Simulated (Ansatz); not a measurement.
The reference is Au in the diamond structure (space group Fd-3m, No. 227; a = 6.025 Å; a hypothetical phase, not in the database extracts checked).

Levels (all Ansatz, a first-principles code, PAW): PBEsol (420 eV, without spin-orbit coupling); PBEsol+SOC (420 eV, noncollinear with spin-orbit coupling).

The geometry is relaxed with PBEsol.

```
Quantity           Value
---------------  -------
PBEsol pressure  0.0 GPa
```

With PBEsol+SOC at the same geometry, the pressure goes from zero to -1.0 GPa.

Single points use the geometry relaxed with PBEsol. Differences between runs with and without spin-orbit coupling are approximate. Whether these cells are dynamically stable was not tested.
